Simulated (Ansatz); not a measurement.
Take Cs$_{3}$P (space group P6/mmm, No. 191; a = 6.359 Å, c = 6.899 Å; a hypothetical phase, not in the database extracts checked) as the base.

Structures relaxed with PBEsol (Ansatz, an electronic-structure program, PAW, no SOC).

Base:

Simulated powder pattern, Cu Kα1, λ = 1.54056 Å (kinematic, ideal powder, no thermal factors, no anomalous dispersion; the 10 strongest lines at most, above 2 %, up to 2θ = 90°):

| 2θ (°) | I/Imax (%) | hkl |
|---|---|---|
| 12.82 | 26 | (001) |
| 20.62 | 100 | (101) |
| 25.81 | 33 | (002) |
| 28.04 | 81 | (110) |
| 30.94 | 18 | (111) |
| 35.06 | 26 | (201) |
| 38.47 | 68 | (112) |
| 45.48 | 25 | (211) |
| 56.76 | 21 | (302) |
| 61.07 | 17 | (114) |

Perturbation: every lattice vector is shortened by 5.43 %, atoms relaxed at fixed cell.

After the change:

Simulated powder pattern, Cu Kα1, λ = 1.54056 Å (kinematic, ideal powder, no thermal factors, no anomalous dispersion; the 10 strongest lines at most, above 2 %, up to 2θ = 90°):

| 2θ (°) | I/Imax (%) | hkl |
|---|---|---|
| 13.56 | 26 | (001) |
| 21.82 | 100 | (101) |
| 27.32 | 33 | (002) |
| 29.69 | 80 | (110) |
| 32.77 | 18 | (111) |
| 37.14 | 26 | (201) |
| 40.78 | 66 | (112) |
| 48.25 | 24 | (211) |
| 60.35 | 20 | (302) |
| 65.00 | 16 | (114) |

The indices refer to the base's conventional cell; one index is shown for lines that coincide.

The cells carry an imposed strain or load. No phonon test of stability was made. All final runs are without spin polarisation.
